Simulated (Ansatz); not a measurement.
The starting structures come from a database of crystals and need not be the phases stable at ambient conditions.

Given:

```
HfO2
1.0
    4.81353     0.00000     0.00000
    0.00000     4.81353     0.00000
    0.00000     0.00000     3.20542
Hf O
2 4
Direct
  0.00000   0.00000   0.00000
  0.50000   0.50000   0.50000
  0.80504   0.19496   0.50000
  0.19496   0.80504   0.50000
  0.30504   0.30504   0.00000
  0.69496   0.69496   0.00000
```

Space group of this cell: P4_2/mnm, rutile. The cell is taken as given; by r2SCAN its mean pressure is 3.6 GPa.

The numbers are results of r2SCAN (plane waves, PAW; Ansatz, an electronic-structure program), not measurements.

The current runs along the normal of the first two printed vectors; no spin-orbit coupling. Scaled by the factor s: all lengths (ions clamped). Meshes 6×6×10 and 6×6 across the current in all rows.

```json
[
 {"s": "0.98", "mean pressure (GPa)": "20.7", "band gap (eV)": "4.84"},
 {"s": "1.00", "mean pressure (GPa)": "3.6", "band gap (eV)": "4.59"},
 {"s": "1.02", "mean pressure (GPa)": "-9.5", "band gap (eV)": "?"}
]
```

Take the slope of the band gap against ln s from the two given rows, extrapolate to s = 1.02, and say what the run there gives.

Slope = (4.84 − 4.59) / ln 0.98 = -12.4 eV. The line gives 4.59 + (-12.4) × ln 1.02 = 4.34 eV. The run gives 4.35 eV, 0.01 eV over the line, 2 % of the predicted step.
